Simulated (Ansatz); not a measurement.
Consider Re in the hcp (Mg type) structure (space group P6_3/mmc, No. 194; a = 2.752 Å, c = 4.440 Å; relaxed with 0.1 eV smearing). Axes: x lies along a and z along c of the hexagonal cell.

All numbers come from Ansatz (a quantum-chemistry and plane-wave program), PBEsol, PAW, cutoff 420 eV, scalar-relativistic without spin-orbit coupling.

One thing is altered: compressive biaxial strain of 2.50 % in the plane normal to [001], as in epitaxy on a mismatched substrate; the out-of-plane cell vector and the atoms relax.

**Question.** What happens to the ratio −ε⊥/ε∥?

**Answer.** The ratio −ε⊥/ε∥ is 0.66.

Whether these cells are dynamically stable was not tested. All final runs are without spin polarisation.
